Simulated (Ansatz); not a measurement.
Computed with PBE (plane waves to 420 eV, PAW; Ansatz, an electronic-structure program).

Electrostatic potential energy of an electron, averaged over planes parallel to the surface, in eV from the highest filled level, for the (001) surface of zinc-blende InSb, c(4x4): three mixed In-Sb ad-dimers on a full Sb plane (bottom of the slab: anion dimers, one H a dimer):

```csv
z (Å),V (eV)
3.76,4.75
4.04,4.75
4.33,4.75
4.62,4.75
4.91,4.75
5.20,4.75
5.49,4.75
5.78,4.75
6.07,4.75
6.36,4.74
6.64,4.72
6.93,4.69
7.22,4.62
7.51,4.45
7.80,4.02
8.09,3.36
8.38,2.77
8.67,1.51
8.96,-0.13
9.24,-1.37
9.53,-1.94
9.82,-2.02
10.11,-1.94
10.40,-2.39
10.69,-2.96
10.98,-3.17
11.27,-2.82
11.56,-1.86
11.84,-1.03
12.13,-1.19
12.42,-1.72
12.71,-1.96
13.00,-1.88
13.29,-1.48
13.58,-1.21
13.87,-1.77
14.16,-2.67
14.44,-2.98
14.73,-2.56
15.02,-1.65
15.31,-1.23
15.60,-1.61
15.89,-1.98
16.18,-2.04
16.47,-1.78
16.76,-1.33
17.04,-1.47
17.33,-2.32
17.62,-2.96
17.91,-2.91
18.20,-2.19
18.49,-1.40
18.78,-1.36
19.07,-1.83
19.36,-2.05
19.64,-1.97
19.93,-1.66
20.22,-1.40
20.51,-1.84
20.80,-2.62
21.09,-2.91
21.38,-2.55
21.67,-1.81
21.96,-1.32
22.24,-1.71
22.53,-2.56
22.82,-3.38
23.11,-3.68
23.40,-3.34
23.69,-2.33
23.98,-0.81
24.27,0.61
24.56,1.65
24.84,2.53
25.13,3.40
25.42,3.98
25.71,4.24
26.00,4.37
26.29,4.43
26.58,4.46
26.87,4.47
27.16,4.48
27.44,4.48
27.73,4.48
28.02,4.48
28.31,4.49
28.60,4.49
```

Set-up: 82 atoms, 16.5 Å thick at the start with caps and adatoms; mesh 2x3x1; 0.025 eV smearing; dipole correction on; 16 atoms held, the rest relaxed; no symmetry held; no spin, no spin-orbit, no U. It is one candidate, not shown to be the stable structure of the face.

The vacuum level lies 4.49 eV above the highest filled level over the top face and 4.75 eV above it under the bottom face.
